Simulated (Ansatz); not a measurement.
CaWO4 (I4₁/a, No. 88)

The numbers are results of r²SCAN+rVV10 (Ansatz, a quantum-chemistry and plane-wave program, plane waves, PAW), not measurements.

Numerical settings: plane-wave cutoff 560 eV, 10×10×10 k mesh, Fermi–Dirac smearing 0.01 eV, no spin polarisation, scalar-relativistic PAW data made under PBE.

Cell (relaxed at this level):

CaWO4 has the tetragonal space group I4₁/a, origin choice 1 (No. 88), Pearson symbol tI24. Conventional cell: a = b = 5.217 Å, c = 11.260 Å, α = β = γ = 90.00°. Ca on 4b is coordinated by 8 O at 2.422–2.448 Å. W on 4a is surrounded by 4 O at 1.788 Å (tetrahedral). O on 16f sees 1 W at 1.788 Å and 2 Ca at 2.422–2.448 Å (trigonal planar). (Neighbours: up to the widest gap in distance over summed covalent radii, below 1.35, at either atom; cation-cation and far metal-metal contacts left out.)
(The calculation used a cell of 12 atoms; values per cell refer to that cell.)

For CaWO4 (I4₁/a, No. 88), the band gap is 4.59 eV.

Measured, for comparison: band gap 5.2 ± 0.3 eV (temperature not stated, not corrected to a static lattice, absorption, reflection, one- and two-photon excitation; as tabulated in Mikhailik et al. (2004), doi:10.1103/physrevb.69.205110).

Spin–orbit coupling is not included.

The computed numbers hold no vibrational or temperature effects.

It cost about 7 core-minutes (a rough figure) of CPU time.
